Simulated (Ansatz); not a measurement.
Worked sum: formation energy of TiPt3 (Cu3Au type, Pm-3m) from the elements

This concerns the formation energy of TiPt3 (Cu3Au type, Pm-3m) from the elements. Reaction: Ti (hcp) + 3 Pt (fcc) → TiPt3 (Cu3Au type). Negative: the products are lower in energy. The value is per atom of the solid.

TiPt3 (Cu3Au type, Pm-3m), 4 atoms in the cell; spin state with PBE: run without spin. Conventional cell: a = b = c = 3.9482 Å, α = β = γ = 90.00°.

Method: Ansatz (a program for electronic structure), PAW, neutral cells at 0 K with nuclei at rest, on structures from PBE. Ansatz runs with its default PAW set. Other levels take these structures. The lattices are those relaxed with PBE, so at other levels the solids can be strained, which adds to the spread. A dispersion term (D3(BJ), or D4 for r2SCAN) was computed beside these levels and is taken off wherever the name lacks it. Spin-orbit coupling is left out.

Total energies of the cells in eV, at zero smearing width. They compare only within one column; the weights balance every element.

```tsv
cell	atoms	weight	r2SCAN	PBE+D3(BJ)
TiPt3 (Cu3Au type)	4	+2	-40118.38902	-40075.08981
Ti (hcp)	2	−1	-5008.73695	-5000.53140
Pt (fcc)	1	−6	-12536.78106	-12523.76542
```

r2SCAN: 2 × (-40118.38902) − (-5008.73695) − 6 × (-12536.78106) = -7.355 eV; dividing by 8 atoms gives -0.92 eV/atom.

PBE+D3(BJ): 2 × (-40075.08981) − (-5000.53140) − 6 × (-12523.76542) = -7.056 eV; dividing by 8 atoms gives -0.88 eV/atom.

What follows from the r2SCAN value: A formula unit of TiPt3 has 4 atoms, so it forms with -0.9193 × 4 = -3.677 eV, or -354.8 kJ/mol at 96.485 kJ/mol per eV.
